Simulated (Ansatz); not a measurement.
Data:

```yaml
crystal:
  lattice:
    - [4.04007, 0.00000, 0.00000]
    - [0.00000, 4.04007, 0.00000]
    - [0.00000, 0.00000, 5.77790]
  atoms:
    - { symbol: La, position: [0.50000, 0.00000, 0.71610] }
    - { symbol: La, position: [0.00000, 0.50000, 0.28390] }
    - { symbol: O, position: [0.00000, 0.00000, 0.50000] }
    - { symbol: O, position: [0.50000, 0.50000, 0.50000] }
    - { symbol: F, position: [0.50000, 0.50000, 0.00000] }
    - { symbol: F, position: [0.00000, 0.00000, 0.00000] }
```

Level of theory: PBEsol, rigid bands (plane waves, PAW, scalar-relativistic; Ansatz, a quantum-chemistry and plane-wave program). How the cell was made: cell and atoms relaxed with PBEsol.

Problem. What conductivity effective mass do dilute electrons have at 300 K?

Solution. 2.7 (x), 2.7 (y), 6.0 (z) mₑ.

Problem. What conductivity effective mass do dilute holes have at 300 K?

Solution. 1.69 (x), 1.69 (y), 11.6 (z) mₑ.

Problem. And the band gap?

Solution. 4.61 eV at this level; semilocal functionals usually fall short of the measured gap.

Rigid bands, one relaxation time for all states, no polarons. Spin-orbit coupling is left out; where it splits the top of the valence band it changes the hole mass and lowers the gap by about a third of the splitting.

Computed structure with no diffraction record at hand here (it may be known, metastable or hypothetical): LaOF (P4/nmm).
